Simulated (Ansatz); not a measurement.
## BAs: pressure series

The reference is BAs in the wurtzite structure (space group P6_3mc, No. 186; a = 3.354 Å, c = 5.554 Å; a cell from a computed database, its experimental status unchecked).

Cell and atoms are relaxed at each pressure.

Computed with PBEsol (Ansatz, a first-principles code; PAW; 420 eV plane waves; without spin-orbit coupling).

```
variant           smallest direct gap    gap character  width of the top valence band  lattice parameter a
----------------  -------------------  ---------------  -----------------------------  -------------------
base                          2.16 eV  indirect, Γ → M                        4.70 eV             335.4 pm
pressure −2 GPa               2.08 eV  indirect, Γ → M                        4.62 eV             337.1 pm
pressure −1 GPa               2.12 eV  indirect, Γ → M                        4.66 eV             336.2 pm
pressure 0.3 GPa              2.17 eV  indirect, Γ → M                        4.71 eV             335.2 pm
pressure 0.7 GPa              2.18 eV  indirect, Γ → M                        4.72 eV             334.9 pm
pressure 1.5 GPa              2.21 eV  indirect, Γ → M                        4.76 eV             334.3 pm
pressure 3 GPa                      ?  indirect, Γ → M                        4.81 eV             333.1 pm
pressure 5 GPa                2.33 eV  indirect, Γ → M                        4.88 eV                    ?
pressure 7.5 GPa              2.40 eV  indirect, Γ → M                        4.96 eV             330.0 pm
pressure 10 GPa                     ?  indirect, Γ → K                        5.05 eV             328.4 pm
```

**Question.** Some entries are withheld; estimate them.

**Answer.** 
- pressure 3 GPa, smallest direct gap: 2.26 eV
- pressure 5 GPa, lattice parameter a: 331.7 pm
- pressure 10 GPa, smallest direct gap: 2.48 eV

Load acts through the strain it causes; cell and atoms are relaxed under it. Stability against distortions was not tested. Competing high-pressure phases were not computed. This is not the structure that BAs has at room temperature and ambient pressure.
